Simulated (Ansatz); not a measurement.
**Pressure series in MgSe**

The parent structure is MgSe in the rock salt structure (space group Fm-3m, No. 225; a = 5.5080 Å).

Cell and atoms are relaxed at each pressure.

All numbers come from plane-wave PAW DFT at the PBE level (Ansatz, a first-principles code, 420 eV), spin-orbit coupling left out.

```csv
case,shortest interatomic distance,band gap
base,2.754 Å,1.77 eV
pressure −2 GPa,2.787 Å,1.71 eV
pressure −1 GPa,2.770 Å,1.74 eV
pressure 0.9 GPa,2.741 Å,1.80 eV
pressure 2.1 GPa,2.725 Å,1.83 eV
pressure 4.5 GPa,2.695 Å,1.88 eV
pressure 9 GPa,2.649 Å,1.97 eV
pressure 15 GPa,2.600 Å,2.06 eV
pressure 22.5 GPa,2.550 Å,2.15 eV
pressure 30 GPa,2.510 Å,2.22 eV
```

Load acts through the strain it causes; cell and atoms are relaxed under it. Stability against distortions was not tested. No other phases were tried under pressure.
